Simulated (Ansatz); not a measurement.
**zincblende GaAs (F-43m) under uniaxial stress along [111]**

Cell and atoms are relaxed with r2SCAN to each stress (compression positive); bands and masses by r2SCAN with spin-orbit coupling, rigid bands (plane waves, PAW; Ansatz, a quantum-chemistry and plane-wave program). Strains are changes of length against the unloaded cell.

```
CELL_PARAMETERS angstrom
      0.00000     2.83321     2.83321
      2.83321     0.00000     2.83321
      2.83321     2.83321     0.00000
ATOMIC_POSITIONS crystal
  Ga 0.00000 0.00000 0.00000
  As 0.25000 0.25000 0.25000
```

| stress (GPa) | strain [111] (%) | strain [1−10] (%) | gap (eV) | mean mₑ* |
|---|---|---|---|---|
| -2.00 | 1.44 | -0.24 | 0.731 | 0.054 |
| -1.00 | 0.71 | -0.12 | 0.798 | 0.056 |
| 0 | 0 | 0 | 0.858 | 0.058 |
| 1.00 | -0.70 | 0.12 | 0.867 | 0.059 |
| 2.00 | -1.38 | 0.25 | 0.869 | 0.061 |

[111] is the direction of the load; [11−2] strains as [1−10]. Masses are conductivity masses at 300 K in electron masses, harmonic means over x, y and z.

Task: From the two loads next to zero, find the Young modulus and the ratio of transverse to axial strain.

Result: Between -1.00 and 1.00 GPa the strain along [111] changes by -1.41 % and that along [1−10] by 0.24 %. The modulus is 2.00/0.0141 = 142 GPa and the ratio of the strains 0.17 (r2SCAN, atoms relaxed).

Task: How fast does the gap move on either side of zero load?

Result: Under tension, (0.798 − 0.858) eV over -1.00 GPa = 60 meV/GPa, or about -8.5 eV per unit strain; under compression, (0.869 − 0.858) eV over 2.00 GPa = 6 meV/GPa, or about -0.8 eV per unit strain. The two slopes part by 54 meV/GPa; gaps are resolved to about 0.01 eV, which allows 15 meV/GPa, so they differ.

Masses are those of dilute carriers in rigid bands with one relaxation time, without polarons. Third decimals of gaps are kept for the arithmetic. Every relaxation keeps the zincblende phase (space group R3m under this load), so a transition, a distortion that breaks the symmetry or fracture can't show.
